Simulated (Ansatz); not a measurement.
The reference is CsBi₂ in the cubic Laves (MgCu2 type) structure (space group Fd-3m, No. 227; a = 9.6267 Å; a cell from a computed database, its experimental status unchecked).

Modification: a negative pressure, −1 GPa.

Levels (all Ansatz, an electronic-structure program, PAW): PBEsol (420 eV, without spin-orbit coupling); PBEsol+SOC (420 eV, noncollinear with spin-orbit coupling).

The geometry is relaxed with PBEsol.

PBEsol pressure: -1.0 GPa

With PBEsol+SOC at the same geometry, the pressure rises by 0.5 GPa, from -1.0 GPa to -0.5 GPa.

Single points use the geometry relaxed with PBEsol. The spin-orbit shifts are approximate. Load acts through the strain it causes; cell and atoms are relaxed under it. No phonon test of stability was made.
